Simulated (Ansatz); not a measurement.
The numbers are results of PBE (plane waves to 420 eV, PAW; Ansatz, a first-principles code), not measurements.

Plane-averaged electrostatic potential energy along the normal, in eV from the Fermi level, for a constructed model of the (111) surface of fcc Al, a pseudomorphic layer of Rh in the other hollow (bottom of the slab: a bare face, its two planes held):

(z (Å), V (eV)): (3.61, 4.06); (3.89, 4.06); (4.17, 4.05); (4.44, 4.05); (4.72, 4.05); (5.00, 4.03); (5.28, 4.01); (5.56, 3.96); (5.83, 3.86); (6.11, 3.67); (6.39, 3.27); (6.67, 2.48); (6.94, 0.98); (7.22, -1.91); (7.50, -5.46); (7.78, -7.01); (8.06, -7.29); (8.33, -7.11); (8.61, -5.78); (8.89, -2.62); (9.17, -0.57); (9.44, -1.27); (9.72, -4.37); (10.00, -6.75); (10.28, -7.38); (10.56, -7.35); (10.83, -6.59); (11.11, -3.96); (11.39, -1.04); (11.67, -0.68); (11.94, -3.05); (12.22, -6.12); (12.50, -7.26); (12.78, -7.41); (13.06, -7.04); (13.33, -5.25); (13.61, -1.95); (13.89, -0.38); (14.17, -1.45); (14.44, -4.68); (14.72, -6.86); (15.00, -7.38); (15.28, -7.32); (15.56, -6.47); (15.83, -3.70); (16.11, -0.93); (16.39, -0.79); (16.67, -3.36); (16.94, -6.30); (17.22, -7.32); (17.50, -7.43); (17.78, -6.96); (18.06, -4.92); (18.33, -1.66); (18.61, -0.52); (18.89, -2.20); (19.17, -5.58); (19.44, -7.27); (19.72, -7.41); (20.00, -6.95); (20.28, -5.77); (20.56, -3.75); (20.83, -5.89); (21.11, -13.86); (21.39, -20.89); (21.67, -22.03); (21.94, -16.33); (22.22, -7.07); (22.50, -0.07); (22.78, 2.57); (23.06, 3.70); (23.33, 4.23); (23.61, 4.48); (23.89, 4.60); (24.17, 4.66); (24.44, 4.69); (24.72, 4.71); (25.00, 4.71); (25.28, 4.72); (25.56, 4.72); (25.83, 4.72)

Model: 7-atom slab, 13.9 Å thick at the start with caps and adatoms (thin: gaps and levels are the slab's own), 15x15x1 mesh, Fermi-Dirac 0.1 eV, dipole correction, 2 atoms held, the rest relaxed; held to the start's symmetry, so lower structures may exist; no spin, no spin-orbit, no U. In PBE it lies 0.06 eV a 1x1 cell over the lowest computed structure of the same composition (a pseudomorphic layer of Rh in the host's stacking).

Q: The surface cell has an area of 7.07 Å². What dipole along the normal does the step between the two vacuum levels imply?

A: the top vacuum level lies 0.66 eV above the bottom one; p = −ε₀ A ΔV (ε₀ = 0.005526 e/(V·Å)) gives -0.03 e·Å a cell.
